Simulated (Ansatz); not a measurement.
## Migration barriers: Al vacancy in wurtzite AlN strained by -1.5 % along x and y, z held, charge state -3

System: Al vacancy in wurtzite AlN strained by -1.5 % along x and y, z held (charge state -3). Calculation: PBE, PAW (plane waves to 420 eV; Ansatz, an electronic-structure program).

Settings: 72 host sites, the strained lattice (strain from the relaxed PBE one, atoms relaxed), a 2×2×2 k-point mesh shifted by half a step along c, smearing 0.01 eV, spin-restricted, no image-charge correction. No zero-point or tunnelling terms. The charge state is imposed; whether it is stable for some Fermi level was not computed. Forms of the defect that were not tried may lie lower.

```csv
Route,Start site over the lowest site run (eV),Hop (Å),Forward barrier (eV),Backward barrier (eV),Neighbours at the start,Neighbours at the saddle,Saddle order
one Al atom jumps into the vacancy from a nearby Al site,0.00,2.98,2.11,2.11,"N at 1.79, 2 N at 1.89, N at 1.92 Å","N at 1.76, 2 N at 2.15, 2 N at 2.21 Å","not checked, on a symmetry element"
one Al atom jumps into the vacancy from a nearby Al site,0.00,2.99,2.26,2.26,"N at 1.80, N at 1.90, 2 N at 1.93 Å","N at 1.74, N at 1.84 Å","not checked, on a symmetry element"
one Al atom jumps into the vacancy from a nearby Al site,0.00,4.33,5.18,5.18,"2 N at 1.87, N at 1.88, N at 1.91 Å","2 N at 1.80, N at 1.95 Å","not checked, on a symmetry element"
```

Paths come from climbing-image nudged elastic band runs. Of the routes that converged and passed our checks, the lowest saddle point lies 2.11 eV above the lowest of the sites run (one Al atom jumps into the vacancy from a nearby Al site); other sites, such as split forms, and other routes may lie lower. A band can be held on a symmetry element, so unchecked saddle points there may be too high.

The whole set of runs took very roughly 3 core-hours.
